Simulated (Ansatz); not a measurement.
A zone-centre phonon calculation of YSi2Rh2 (I4/mmm, 5 atoms in the cell) with Ansatz (an electronic-structure program).

Method: LDA (PW92), default PAW files made with PBE (plane waves; Ansatz).

```xyz
5
Lattice="-2.0269 2.0269 4.9946 2.0269 -2.0269 4.9946 2.0269 2.0269 -4.9946" Properties=species:S:1:pos:R:3 pbc="T T T"
Y      0.0000     0.0000     0.0000
Si     0.0000     0.0000     6.2170
Si     0.0000     0.0000     3.7722
Rh     2.0269     0.0000     2.4973
Rh     0.0000     2.0269     2.4973
```

Reference input (self-consistent single point, DFT, LDA (PW92), plane waves, default PAW files made with PBE): basis.ecutwfc = 30.9 Ry; kpoints.mp_grid.grid = 11 11 11; hamiltonian.xc = lda; hamiltonian.pseudopotentials = {kind: paw} (the program's default PAW files); scf.occupations.method = cold; scf.occupations.width = 0.01 Ry. This run's input differs from it in these lines:

```diff
@@ -20,6 +20,4 @@
   occupations: { method: cold, width: 0.01 Ry }
-output:
-  forces: true
-  eigenvalues: true
-  stress: true
+phonons:
+  method: dfpt
```

Output, abridged:

```
SCF iter   1: F=—  HF=-17526.023643 eV  |F-HF|=—  |Δ(HF+E_count)|=         —  Δρ=7.17e-3  dr2=3.14e-2  ethr=1.77e-3  ⟨swp⟩=5.3  Hψ=27161  notcnv=0
all-band conjugate gradients solve this SCF's bands
preconditioner: auto → Kerker (q_TF=auto, 2.536 Å⁻¹)
SCF iter   2: F=—  HF=-17526.021001 eV  |F-HF|=—  |Δ(HF+E_count)|=   2.64e-3  S|Δr|=    0.00e0  Δρ=3.62e-3  dr2=7.21e-3  ethr=5.92e-5  ⟨swp⟩=1.2  Hψ=8686  notcnv=0
   [... lines left out ...]
SCF iter   9: F=—  HF=-17526.019827 eV  |F-HF|=—  |Δ(HF+E_count)|=  9.82e-11  S|Δr|=    0.00e0  Δρ=2.04e-7  dr2=3.53e-11  ethr=1.00e-12  ⟨swp⟩=2.1  Hψ=9697  notcnv=0
SCF iter  10: F=-17526.019827 eV  HF=-17526.019827 eV  |F-HF|=7.28e-12  |Δ(HF+E_count)|=  7.28e-12  S|Δr|=    0.00e0  Δρ=2.88e-8  dr2=4.03e-13  ethr=1.00e-12  ⟨swp⟩=7.6  Hψ=30817  notcnv=0
the search or the solves at the SCF's close seem to have found levels that the self-consistency loop had missed (the run counts 2) …
SCF 1 converged in 10 iterations: F = -17526.019827 eV  dr2 = 4.03e-13
DFPT response loops at Γ: preconditioner auto → Kerker (q_TF=auto, 2.536 Å⁻¹) (partly filled bands, converged f_vac=0.000) …
Stability not checked (fill_not_monotonic)
Free energy (F): -17526.019827 eV
Internal energy: -17526.016386 eV  (E = F + TS)
E sigma→0 (E₀):  -17526.018680 eV
Entropy (-TS):   -0.003440 eV (-0.688 meV/atom)
Fermi energy:    14.727738 eV
   [... lines left out ...]
  ASR residual: 4.667e-5 → 0.000e0 eV/Å²; symmetrization residual: 2.731e-6 eV/Å²
  ASR residual per site (eV/Å²): 4.67e-5 2.77e-5 2.77e-5 2.44e-5 2.44e-5
  Γ frequencies (cm⁻¹): 0.00 0.00 0.00 124.29 124.29 143.54 149.57 205.48 205.48 311.26 325.13 325.13 332.88 332.88 423.27
  non-analytic LO–TO correction: not included (Born effective charges unavailable; polar crystals: no LO–TO splitting at Γ)
```

The run converged in 10 iterations. 

Summary of the result:
```
Item                                                                                                                    Value
--------------------------------------------------------  -------------------------------------------------------------------
Free energy E − TS (on the zero of these files)                                                                -17526.0198 eV
Fermi level (on the code's own zero)                                                                                 14.73 eV
Zone-centre frequencies (cm⁻¹; negative means imaginary)  0, 0, 0, 124, 124, 144, 150, 205, 205, 311, 325, 325, 333, 333, 423
```

The starting cell comes from a database of computed structures (which also holds hypothetical and non-ambient phases and stackings), without a prior relaxation at this level. Its lattice was rescaled by a random factor within 2.5 % of one. Spin polarisation is off.

Cost on one core of a shared machine: roughly 7 min.

Keys are those of Ansatz 0.2.
